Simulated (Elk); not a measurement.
Input and output of a self-consistent single point for Al (Fm-3m, 1 atom in the cell) (Elk).

Level of theory: PBEsol, all-electron FP-LAPW, Elk's shipped species files, APW+lo basis with extra local orbitals in Elk 10.2.4.

```yaml
crystal:
  lattice:
    - [0.00000, 2.03107, 2.03107]
    - [2.03107, 0.00000, 2.03107]
    - [2.03107, 2.03107, 0.00000]
  atoms:
    - { symbol: Al, position: [0.00000, 0.00000, 0.00000] }
```

Reference input (self-consistent single point, DFT, PBEsol, all-electron FP-LAPW, Elk's shipped species files, APW+lo basis with extra local orbitals): xctype = 22; rgkmax = 8; stype = 3; swidth = 0.00367493 Ha; ngridk = 8 8 8; gmaxvr = 16 1/bohr; nxlo = 2; lorbcnd = true; lmaxi = 2. This run's input differs from it in these lines:

```diff
@@ -25,3 +25,3 @@
 swidth
-  0.00367493
+  0.00734986
 
@@ -42,3 +42,3 @@
 ngridk
-  8 8 8
+  13 13 13
```

Output, abridged:

```
│ Self-consistent loop started │
│ Loop number : 1 │
 total energy                :     -242.602196453
│ Loop number : 2 │
 total energy                :     -242.601800747
RMS change in Kohn-Sham potential (target) :   0.7139808819     (  0.1000000000E-05)
Absolute change in total energy (target)   :   0.3957063305E-03 (  0.1000000000E-03)
│ Loop number : 3 │
 total energy                :     -242.521552297
RMS change in Kohn-Sham potential (target) :   0.3645919394     (  0.1000000000E-05)
Absolute change in total energy (target)   :   0.8034737664E-01 (  0.1000000000E-03)
│ Loop number : 4 │
   [... lines left out ...]
Absolute change in total energy (target)   :   0.3635265805E-03 (  0.1000000000E-03)
│ Loop number : 11 │
 total energy                :     -242.368926451
RMS change in Kohn-Sham potential (target) :   0.2139679821E-05 (  0.1000000000E-05)
Absolute change in total energy (target)   :   0.3349147303E-04 (  0.1000000000E-03)
│ Loop number : 12 │
 total energy                :     -242.368919724
RMS change in Kohn-Sham potential (target) :   0.5691111957E-06 (  0.1000000000E-05)
Absolute change in total energy (target)   :   0.1509953745E-04 (  0.1000000000E-03)
Convergence targets achieved

│ Loop number : 13 │

Energies :
 Fermi                       :     0.266248442887
 total energy                :     -242.368916845

Density of states at Fermi energy :    11.77331145
 (states/Hartree/unit cell)

Estimated indirect band gap :   0.2250238689E-02
 from k-point     81 to k-point     33
Estimated direct band gap   :   0.3721597960E-01
 at k-point     71

Charges :
 core                        :    4.000000000
 valence                     :    9.000000000
 interstitial                :    1.804702806
 muffin-tins (core leakage)
  species :    1 (Al)
   atom    1                 :    11.19529719     (  0.4745826376E-03)
 total in muffin-tins        :    11.19529719
 total calculated charge     :    12.99065873
 total charge                :    13.00000000
 error                       :   0.9341271905E-02

│ Self-consistent loop stopped │
```

The run converged in 13 iterations. The count includes the last loop, which Elk runs after its targets are met. Against the reference run the free energy drops by 23.5 meV/atom.

The starting cell has typed, rounded lattice constants, without a prior relaxation at this level. Its lattice was rescaled by up to half a per cent. Values depend on the basis (sphere radii, cutoffs, local orbitals), which need not be converged. The log's line on a gap gives a spacing of levels on this mesh, which the program prints for metals too.
